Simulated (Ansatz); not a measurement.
Worked example: self-consistent single point of TaNi₃ (Fmm2, 4 atoms in the cell) in Ansatz (a first-principles code).

Level of theory: PBEsol, default PAW files made with PBE (plane waves; Ansatz).

```
TaNi3
1.0
    0.00000     2.55880     3.71566
    2.55403     0.00000     3.71566
    2.55403     2.55880     0.00000
Ta Ni
1 3
Direct
  0.00673   0.00673   0.99327
  0.50000   0.50000   0.50000
  0.25000   0.25000   0.25000
  0.75000   0.75000   0.75000
```

Reference input (self-consistent single point, DFT, PBEsol, plane waves, default PAW files made with PBE): basis.ecutwfc = 420 eV; kpoints.mp_grid.grid = 10 10 10; hamiltonian.xc = pbesol; hamiltonian.pseudopotentials = {kind: paw} (the program's default PAW files); scf.occupations.method = fermi_dirac; scf.occupations.width = 0.1 eV. This run's input differs from it in these lines:

Ansatz 0.2 input:
```diff
@@ -14,3 +14,3 @@
 kpoints:
-  mp_grid: { grid: [10, 10, 10] }
+  mp_grid: { grid: [16, 16, 16] }
 hamiltonian:
@@ -19,3 +19,3 @@
 scf:
-  occupations: { method: fermi_dirac, width: 0.1 }
+  occupations: { method: fermi_dirac, width: 0.02 }
 output:
```

Output, abridged:

```
SCF iter   1: F=—  HF=-27222.965076 eV  |F-HF|=—  |Δ(HF+E_count)|=         —  Δρ=2.16e-2  dr2=1.35e-1  ethr=1.77e-3  ⟨swp⟩=5.2  Hψ=81002  notcnv=0  defer=2
all-band conjugate gradients solve this SCF's bands
preconditioner: auto → Kerker (q_TF=auto, 2.879 Å⁻¹)
SCF iter   2: F=—  HF=-27222.950397 eV  |F-HF|=—  |Δ(HF+E_count)|=   1.47e-2  Δρ=5.73e-3  dr2=1.06e-2  ethr=2.02e-4  ⟨swp⟩=2.9  Hψ=49392  notcnv=0  defer=994
   [... lines left out ...]
SCF iter   4: F=—  HF=-27222.949264 eV  |F-HF|=—  |Δ(HF+E_count)|=   1.02e-4  Δρ=1.95e-4  dr2=1.51e-5  ethr=1.20e-6  ⟨swp⟩=2.4  Hψ=38344  notcnv=0  defer=994
SCF iter   5: F=—  HF=-27222.949266 eV  |F-HF|=—  |Δ(HF+E_count)|=   1.78e-6  Δρ=6.39e-5  dr2=1.75e-6  ethr=2.25e-8  ⟨swp⟩=2.4  Hψ=40001  notcnv=0  defer=994
SCF iter   6: F=—  HF=-27222.949266 eV  |F-HF|=—  |Δ(HF+E_count)|=   1.01e-7  Δρ=2.18e-5  dr2=2.23e-7  ethr=2.61e-9  ⟨swp⟩=2.3  Hψ=35816  notcnv=0  defer=994
SCF iter   7: F=-27222.949266 eV  HF=-27222.949266 eV  |F-HF|=6.09e-9  |Δ(HF+E_count)|=   4.77e-8  Δρ=4.78e-6  dr2=9.10e-9  ethr=1.49e-10  ⟨swp⟩=8.1  Hψ=102278  notcnv=0
SCF 1 converged in 7 iterations: F = -27222.949266 eV  dr2 = 9.10e-9
Free energy (F): -27222.949266 eV
Internal energy: -27222.947812 eV  (E = F + TS)
E sigma→0 (E₀):  -27222.948539 eV
Entropy (-TS):   -0.001454 eV (-0.363 meV/atom)
Fermi energy:    19.407775 eV
--- Forces (eV/Å), atoms counted from 1 ---
  atom   1  Ta     0.00000000     0.00000000    -0.50510022
  atom   2  Ni     0.00000000     0.00000000     0.05677982
  atom   3  Ni     0.00000000     0.00000000     0.22416484
  atom   4  Ni     0.00000000     0.00000000     0.22416484
--- Stress (GPa, compression-positive) ---
       -4.428330       0.000000       0.000000
        0.000000      -4.932813       0.000000
        0.000000       0.000000      -4.210391
  P = ⅓ Tr σ = -4.5238 GPa (-45.238 kbar)
  The stress holds the Pulay correction. Without it, at fixed plane waves, as pw.x and ABINIT print it: P = -4.5845 GPa
```

The run converged in 7 iterations. Against the reference run the free energy goes up by 5.7 meV/atom, the pressure moves little (-4.42 to -4.52 GPa) and the largest force moves little (0.504 to 0.505 eV/Å).

The starting cell comes from a database of computed structures (which also holds hypothetical and non-ambient phases and stackings), without a prior relaxation at this level. Its lattice was rescaled by up to half a per cent. One atom was moved a little off its site on purpose. Spin polarisation is off. With a pressure of about -5 GPa the cell is away from its equilibrium volume at this level. Ansatz's pressure includes its estimate of the finite-basis (Pulay) stress.

Cost on one core of a shared machine: roughly 90 s.
